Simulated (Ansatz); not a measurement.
Base system: WSi$_{2}$ (space group I4/mmm, No. 139; a = 3.229 Å, c = 7.867 Å).

(Cell as relaxed with PBE.)

Levels (all Ansatz, a first-principles code, PAW): PBE (420 eV, no spin-orbit coupling); r2SCAN (500 eV, no spin-orbit coupling).

Each level relaxes its own structure.

```csv
base,PBE,r2SCAN
volume per atom,13.67 Å³,13.42 Å³
lattice parameter a,3.229 Å,3.212 Å
band gap,zero,zero
```

One thing is altered: a hydrostatic pressure of 60 GPa.

```json
[
 {"quantity": "c/a ratio", "PBE": "2.473", "r2SCAN": "…"},
 {"quantity": "volume per atom", "PBE": "11.36 Å³", "r2SCAN": "…"}
]
```

Question: Given the PBE results, estimate those of r2SCAN.

Answer: 
- c/a ratio, r2SCAN: 2.470
- volume per atom, r2SCAN: 11.24 Å³

PBE's c/a ratio lies 0.0038 above r2SCAN's; PBE's volume per atom lies 0.12 Å³ above r2SCAN's (1.0 %). Neither level is exact; r2SCAN is the comparison here, not a measurement.

Load acts through the strain it causes; cell and atoms are relaxed under it. Whether these cells are dynamically stable was not tested. Competing high-pressure phases were not computed. All final runs are without spin polarisation.
